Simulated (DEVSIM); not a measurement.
Structure: abrupt Si n-p junction, at 250 K.

Layer 1 from the left is Si, thickness (μm) 1.90, Nd (cm⁻³) 3.2e17, τn (s) 0.00019, τp (s) 0.00019. Layer 2 from the left is Si, thickness (μm) 1.30, Na (cm⁻³) 6.7e15, τn (s) 0.00019, τp (s) 0.00019.

Left contact: ohmic. Right contact: ohmic. Voltage is applied to the left contact. Recombination: SRH at mid-gap, radiative. Mobility is constant in doping.

The device is made up for the run: typed textbook-type constants, with dimensions and the other settings drawn at random. Values at 300 K; Nc and Nv go as T^1.5, mobilities as T to minus their exponent, the gap by Varshni's rule with the affinity fixed.

Si: gap (eV) 1.124, affinity (eV) 4.05, permittivity 11.7, Nc (cm⁻³) 2.86e19, Nv (cm⁻³) 3.1e19, μn (cm²/Vs) 1417, μp (cm²/Vs) 470, T exponent of μn 2.3, T exponent of μp 2.2, B (cm³/s) 4.7e-15, Varshni α (eV/K) 0.000473, Varshni β (K) 636.

Q: Estimate by hand the built-in potential, the peak field at zero bias, the capacitance at 3 V, and compare with a numerical solution.

A: 
- Built-in potential: ni = √(Nc Nv) exp(−Eg/2kT) = 8.01e7 cm⁻³ with Eg = 1.136 eV; Vbi = kT/q ln(Na Nd/ni²) = 0.869 V; numerical 0.869 V.
- Peak field at zero bias: depletion approximation: W = √(2εVbi/(qN)) = 0.414 μm with N = 6.56e15 cm⁻³; field = 2Vbi/W = 42000 V/cm; numerical 45100 V/cm (estimate below by 6.9 %).
- Capacitance at 3 V: C = √(qεN / 2(Vbi + |V|)) = 11.9 nF/cm²; numerical 11.9 nF/cm² (estimate below by 0.56 %).

Model (solved in DEVSIM): 1D drift-diffusion, Boltzmann statistics, complete ionisation; no tunnelling, impact ionisation, image-force lowering or self-heating.
